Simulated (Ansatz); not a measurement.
```xyz
24
Lattice="17.5000 0.0000 0.0000 0.0000 17.5000 0.0000 0.0000 0.0000 5.5418" Properties=species:S:1:pos:R:3 pbc="T T T"
B     11.7405     8.7500     3.6972
P     11.5908    10.3901     4.6156
P     12.0303     8.7500     1.8447
B     10.2452    11.3398     3.6972
P      8.7500    12.0303     4.6156
B     11.3398    10.2452     0.9262
P     10.3901    11.5908     1.8447
B      7.2548    11.3398     3.6972
P      5.9092    10.3901     4.6156
B      8.7500    11.7405     0.9262
P      7.1099    11.5908     1.8447
B      5.7595     8.7500     3.6972
P      5.9092     7.1099     4.6156
B      6.1602    10.2452     0.9262
P      5.4697     8.7500     1.8447
B      7.2548     6.1602     3.6972
P      8.7500     5.4697     4.6156
B      6.1602     7.2548     0.9262
P      7.1099     5.9092     1.8447
B     10.2452     6.1602     3.6972
P     11.5908     7.1099     4.6156
B      8.7500     5.7595     0.9262
P     10.3901     5.9092     1.8447
B     11.3398     7.2548     0.9262
```

Level of theory: PBE (plane waves to 420 eV, PAW; Ansatz, a program for electronic structure). Mesh 1×1×6. No spin polarisation. Isolated but for its images some 11 Å away. A hypothetical model, rolled from the flat sheet. It keeps the symmetry and period of its start, so it need not be a minimum against all distortions.

Task: Tabulate the two highest filled and two lowest empty levels along the axis, from the valence top.

Result: 
```
k (2π/c)  v2 (eV)  v1 (eV)  c1 (eV)  c2 (eV)
--------  -------  -------  -------  -------
0.000        0.00     0.00     0.17     1.02
0.042       -0.02    -0.02     0.20     1.05
0.083       -0.08    -0.08     0.27     1.14
0.125       -0.17    -0.17     0.38     1.26
0.167       -0.29    -0.29     0.50     1.41
0.208       -0.42    -0.42     0.64     1.58
0.250       -0.57    -0.57     0.78     1.75
0.292       -0.61    -0.61     0.93     1.92
0.333       -0.59    -0.59     1.08     2.10
0.375       -0.57    -0.57     1.23     2.18
0.417       -0.56    -0.56     1.39     2.02
0.458       -0.55    -0.55     1.54     1.86
0.500       -0.55    -0.55     1.70     1.70
```
